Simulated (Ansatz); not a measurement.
The parent structure is Ba2TaBiO6 (space group R-3, No. 148; a = 6.0721 Å, c = 14.5888 Å (hexagonal axes); a cell from a computed database, its experimental status unchecked).

Level of theory: PBEsol, PAW, 420 eV (Ansatz, a quantum-chemistry and plane-wave program; no spin-orbit coupling).

Before the change:

```
Item           Value
--------  ----------
Density   8.13 g/cm³
Band gap     2.46 eV
```

One thing is altered: cell and atoms relaxed at a pressure of 0.7 GPa.

Task: Predict the new density.

Result: The density goes up by 0.042 g/cm³ (8.13 g/cm³ → 8.18 g/cm³).

Task: How does this affect the band gap?

Result: The band gap falls by 0.015 eV, from 2.46 eV to 2.44 eV.

With Bi and Ta present, leaving out spin-orbit coupling can change the band edges. Load acts through the strain it causes; cell and atoms are relaxed under it. Stability against distortions was not tested.
